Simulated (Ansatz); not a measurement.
Here is the system:

```yaml
crystal:
  lattice:
    - [-1.61919, 1.61919, 1.61919]
    - [1.61919, -1.61919, 1.61919]
    - [1.61919, 1.61919, -1.61919]
  atoms:
    - { symbol: Nb, position: [0.00000, 0.00000, 0.00000] }
```

No spin polarisation.

Computed with r2SCAN (Ansatz, a first-principles code), no SOC. Γ-centred 28×28×28 mesh, Fermi–Dirac width 0.1 eV.

### Question
What pressure does the calculation give?

### Answer
11.7 GPa.

### Question
What is the computed band gap?

### Answer
Zero.

The cells carry an imposed strain or load. Stability against distortions was not tested. The final runs are not spin-polarised. The cell was made from Nb in the bcc (W type) structure (space group Im-3m, No. 229) by this change: isotropic strain −2.00 %.
